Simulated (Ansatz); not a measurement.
For HgSe (model structure, started from the beta GaS type, P6₃/mmc, No. 194, 8 atoms in the cell), PBEsol in Ansatz (PAW) gives:

- lattice parameter a = 4.379 Å
- c axis length = 14.996 Å

Q: What does PBE-D3(BJ) in Ansatz (plane waves, PAW) give for the same quantities?

A: 
- lattice constant a: 4.412 Å (increases by 0.8 %)
- lattice parameter c: 14.611 Å (falls by 2.6 %)

Changes are worked out from the printed values.

Unless a cell is named, each level is at its own relaxed cell (PBEsol 31.13, PBE-D3(BJ) 30.78 Å³/atom).

Levels without +SOC leave out spin–orbit coupling, which shifts energies and cells of such heavy elements.

Ansatz's density-functional and Hartree–Fock values are scalar-relativistic unless marked +SOC, with PAW data made under PBE.

A model structure was made by putting elements into a prototype or built by hand; it is no filed structure, need not be a known phase, and can be a saddle point held by its symmetry.

Ansatz is a quantum-chemistry and plane-wave program.
